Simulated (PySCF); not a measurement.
PySCF 2.14.0, PBE/def2-svp, df: Si(F)(Cl) (F[Si]Cl), 3 atoms. The geometry is a generated start, not checked to be a minimum at this level.

| Item | Result |
|---|---|
| task | energy |
| method | pbe |
| basis | def2-svp |
| two-electron scheme | density fitting |
| mol.max_memory | 3000 MB |
| mf.max_cycle | 100 |
| mf.conv_tol | 1e-09 (default) |
| mf.grids.level | 3 (default) |
| basis functions | 50 |
| grid points | 52328 |

```xyz
3

Si     0.1616     0.0212     0.7981
F      0.7533     1.0875    -0.2853
Cl    -0.9148    -1.1087    -0.5127
```

With the defaults (mf.DIIS = CDIIS, mf.diis = true, mf.init_guess = minao, mf.damp = 0, mf.diis_start_cycle = 1, mf.diis_space = 8) it converges in 12 Fock builds. One run each on 2 threads, 1 BLAS thread, with these changes:
- mf.init_guess = mod_huckel
- mf.diis = false
- mf.DIIS = EDIIS
- mf.diis_space = 5
- mf.DIIS = ADIIS
- mf.diis_space = 12
- mf.diis_space = 20
- mf.damp = 0.7, mf.diis_start_cycle = 8
- mf.init_guess = 1e

**Question.** Which runs fail or end elsewhere than the default run?

**Answer.** No convergence: mf.DIIS = EDIIS; mf.diis = false (the run ends without SCF convergence in 100 cycles). The rest reach the solution of the defaults.

```tsv
setting	Fock builds	end
the defaults	12	same solution
mf.diis_space = 5	12	same solution
mf.diis_space = 20	12	same solution
mf.diis_space = 12	12	same solution
mf.init_guess = mod_huckel	13	same solution
mf.damp = 0.7, mf.diis_start_cycle = 8	14	same solution
mf.init_guess = 1e	16	same solution
mf.DIIS = ADIIS	24	same solution
mf.DIIS = EDIIS	101	no convergence
mf.diis = false	101	no convergence
```
